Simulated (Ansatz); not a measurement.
Base system: BeTe in the zinc blende structure (space group F-43m, No. 216; a = 5.6043 Å). Axes: x, y, z lie along the cube axes.

Calculations: Ansatz (a quantum-chemistry and plane-wave program) PBEsol, scalar-relativistic without spin-orbit coupling.

Strains are applied to the cell and any free atomic positions relax; under biaxial strain the out-of-plane vector relaxes too.

One change was made to it. Results:

The pressure (mean of the normal stresses, compression positive) grows by 1.14 GPa to 1.15 GPa; the valence-band top at Γ (three highest levels, from the VBM) changes from 0.00, 0.00, 0.00 eV to 0.00, 0.00, -0.16 eV.

### Question
Which of these changes matches the shifts?
(A) biaxial strain −2.50 %, plane normal [001], relaxed out of plane
(B) biaxial strain +3.00 %, plane normal [001], relaxed out of plane
(C) biaxial strain −3.00 %, plane normal [001], relaxed out of plane
(D) biaxial strain −1.50 %, plane normal [001], relaxed out of plane

### Answer
D, biaxial strain −1.50 %, plane normal [001], relaxed out of plane. For comparison, the valence-band top at Γ in the other runs: biaxial strain +3.00 %, plane normal [001], relaxed out of plane gives 0.00, -0.26, -0.26 eV; biaxial strain −3.00 %, plane normal [001], relaxed out of plane gives 0.00, 0.00, -0.33 eV; biaxial strain −2.50 %, plane normal [001], relaxed out of plane gives 0.00, 0.00, -0.27 eV.

Spin-orbit coupling, missing from the scalar runs, can matter with Te. The levels and masses belong to the bands next to the band gap. Whether these cells are dynamically stable was not tested.
